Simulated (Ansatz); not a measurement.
## HgSe: pressure series

Base system: HgSe in the zinc blende structure (space group F-43m, No. 216; a = 6.260 Å).

Cell and atoms are relaxed at each pressure.

Level of theory: PBE (Ansatz, an electronic-structure program), scalar-relativistic without spin-orbit coupling.

Notes on the quantities. enthalpy: H = E + PV relative to the base's energy.

```csv
change,lattice parameter a,enthalpy
base,11.830 bohr,–
pressure −2 GPa,12.046 bohr,-0.39 eV/atom
pressure −1 GPa,11.931 bohr,-0.19 eV/atom
pressure 0.9 GPa,?,+0.17 eV/atom
pressure 2.1 GPa,11.657 bohr,+0.39 eV/atom
pressure 4.5 GPa,11.498 bohr,+0.82 eV/atom
pressure 9 GPa,11.266 bohr,+1.59 eV/atom
pressure 15 GPa,11.034 bohr,+2.55 eV/atom
pressure 22.5 GPa,10.814 bohr,+3.68 eV/atom
pressure 30 GPa,10.640 bohr,+4.75 eV/atom
```

Problem. Some entries are withheld; estimate them.

Solution. 
- pressure 0.9 GPa, lattice parameter a: 11.752 bohr

Load acts through the strain it causes; cell and atoms are relaxed under it. Stability against distortions was not tested. Tetrahedral semiconductors of this kind turn to denser phases somewhere between about 1 and 50 GPa; those were not computed, so compressed cells here can lie past the real transition. The final runs are not spin-polarised.
